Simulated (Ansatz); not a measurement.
The starting structures come from a database of crystals and need not be the phases stable at ambient conditions.

Given:

```yaml
crystal:
  lattice:
    - [3.33360, 0.00000, 0.00000]
    - [0.00000, 5.55640, 0.00000]
    - [0.00000, 0.00000, 6.50500]
  atoms:
    - { symbol: Hf, position: [0.75000, 0.75132, 0.10787] }
    - { symbol: Hf, position: [0.25000, 0.24868, 0.89213] }
    - { symbol: Hf, position: [0.25000, 0.74868, 0.60787] }
    - { symbol: Hf, position: [0.75000, 0.25132, 0.39213] }
    - { symbol: O, position: [0.25000, 0.97921, 0.34145] }
    - { symbol: O, position: [0.75000, 0.02079, 0.65855] }
    - { symbol: O, position: [0.75000, 0.52079, 0.84145] }
    - { symbol: O, position: [0.25000, 0.47921, 0.15855] }
    - { symbol: O, position: [0.25000, 0.86050, 0.92340] }
    - { symbol: O, position: [0.75000, 0.13950, 0.07660] }
    - { symbol: O, position: [0.75000, 0.63950, 0.42340] }
    - { symbol: O, position: [0.25000, 0.36050, 0.57660] }
```

Space group of this cell: Pnma. The cell is taken as given; by r2SCAN its mean pressure is -3.4 GPa.

Method: r2SCAN (plane waves, PAW; Ansatz, a quantum-chemistry and plane-wave program).

The current runs along the normal of the first two printed vectors; no spin-orbit coupling. Scaled by the factor s: the length along the current (ions clamped). Meshes 10×6×6 and 10×6 across the current in all rows.

```
s     mean pressure (GPa)  slowest mid-gap decay constant κ (1/Å)
----  -------------------  --------------------------------------
0.97                  6.2                                   0.431
1.00                 -3.4                                   0.412
1.03                -11.2                                       ?
```

Problem. Take the slope of the slowest mid-gap decay constant κ against ln s from the two given rows, extrapolate to s = 1.03, and say what the run there gives.

Solution. Slope = (0.431 − 0.412) / ln 0.97 = -0.624 1/Å. The line gives 0.412 + (-0.624) × ln 1.03 = 0.394 1/Å. The run gives 0.394 1/Å, as the line does.
